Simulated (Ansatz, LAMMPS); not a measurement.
Random Si-Ge alloy, 5x5x5 cubic cells, lattice parameter by Vegard's rule. Cell 28.42 × 28.42 × 28.42 Å, Si264Ge736, 1000 atoms. Prepared with Tersoff's 1989 multicomponent potential (SiCGe.tersoff) (LAMMPS): minimisation. 

Basis: localised support functions (accuracy medium) on a full density matrix. k-points: zone centre alone; occupations: Fermi-Dirac, 0.020 eV; spin polarisation not allowed. Scalar-relativistic, no spin-orbit coupling.

### Question
Estimate the energy, gap and bonding that Ansatz (a program for electronic structure) with PBE, support functions at accuracy medium on the grid of 370 eV returns for this input.

### Answer

energy over the perfect crystal(s), per atom: 16 meV/atom
Kohn-Sham gap of the cell on its k-mesh: 0.40 eV
coordination (neighbours within 2.921 Å): 100.0 % 4-fold
Ge-Ge bonds, mean ± spread: 2.487 ± 0.007 Å
Ge-Si bonds, mean ± spread: 2.439 ± 0.008 Å
Si-Si bonds, mean ± spread: 2.392 ± 0.007 Å
bond angles, mean ± spread: 109.5° ± 1.1°
pressure: -0.36 GPa
